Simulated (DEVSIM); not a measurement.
Structure: illuminated Si n-on-p cell, one wavelength, with a back-surface field, at 300 K.

Layer 1 from the left is Si, thickness (μm) 0.270, Nd (cm⁻³) 1.8e18, τn (s) 5e-7, τp (s) 2.7e-6, absorption coefficient (cm⁻¹) 7800. Layer 2 from the left is Si, thickness (μm) 27.0, Na (cm⁻³) 6.9e15, τn (s) 1.6e-5, τp (s) 1.6e-5, absorption coefficient (cm⁻¹) 7800. Layer 3 from the left is Si, thickness (μm) 1.10, Na (cm⁻³) 5.2e18, τn (s) 1.6e-5, τp (s) 1.6e-5, absorption coefficient (cm⁻¹) 7800.

Left contact: ohmic, minority hole recombination velocity 100 cm/s. Right contact: ohmic, minority electron recombination velocity 3000 cm/s. Voltage is applied to the left contact. Recombination: SRH at mid-gap, radiative, Auger. Light enters at the left, 1.7e18 photons cm⁻² s⁻¹, one pass, no reflection. Mobility is constant in doping.

Constants are typed, rounded textbook-type inputs, not results; the design itself was drawn at random and stands for no fabricated device. Values at 300 K.

Si: gap (eV) 1.124, affinity (eV) 4.05, permittivity 11.7, Nc (cm⁻³) 2.86e19, Nv (cm⁻³) 3.1e19, μn (cm²/Vs) 1417, μp (cm²/Vs) 470, B (cm³/s) 4.7e-15, Cn (cm⁶/s) 2.8e-31, Cp (cm⁶/s) 9.9e-32.

DEVSIM, 1D drift-diffusion, Boltzmann statistics, complete ionisation; no tunnelling, impact ionisation, image-force lowering or self-heating.

Problem. What does the simulation give for the dark forward voltage at 100 A/cm², the open-circuit voltage, the potential step across the device at zero bias?

Solution. dark forward voltage at 100 A/cm² 0.927 V; open-circuit voltage 0.740 V; potential step across the device at zero bias 1.006 V.
